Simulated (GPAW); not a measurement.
Band structure of MgAl (Pm-3m, 2 atoms in the cell).

```
MgAl
1.0
    3.39841     0.00000     0.00000
    0.00000     3.39841     0.00000
    0.00000     0.00000     3.39841
Mg Al
1 1
Direct
  0.50000   0.50000   0.50000
  0.00000   0.00000   0.00000
```

Level of theory: PBEsol, GPAW PAW datasets PBEsol (made by gpaw-setup) (plane waves; GPAW 25.7.0).

Settings: mode = pw; ecut = 850 eV; xc = PBEsol; kpts = 13 13 13; mesh shift (steps) = 0 0 0; occupations.name = methfessel-paxton; occupations.width = 0.2 eV; occupations.order = 0; nbands = -6; convergence.density = 1e-05 e/electron; symmetry.symmorphic = false; symmetry.tolerance = 0.0005; maxiter = 100; bandpath_npoints = 40.

The starting cell comes from a database of computed structures (which also holds hypothetical and non-ambient phases and stackings), without a prior relaxation at this level. Its lattice was rescaled by a random factor within 2.5 % of one.

Levels in eV from the Fermi level, bands 4 to 10:
```
point       4      5      6      7      8     9    10
-----  ------  -----  -----  -----  -----  ----  ----
Γ      -42.75  -8.95   2.76   2.76   2.76  3.62  3.62
X      -42.75  -6.28  -5.17   4.77   4.77  6.45  6.61
M      -42.75  -3.57  -2.79  -2.79  -1.05  6.99  8.51
R      -42.76  -0.47  -0.47  -0.47  -0.44  0.96  0.96
```

Bands cross the Fermi level along this path, so the cell is metallic at this level.
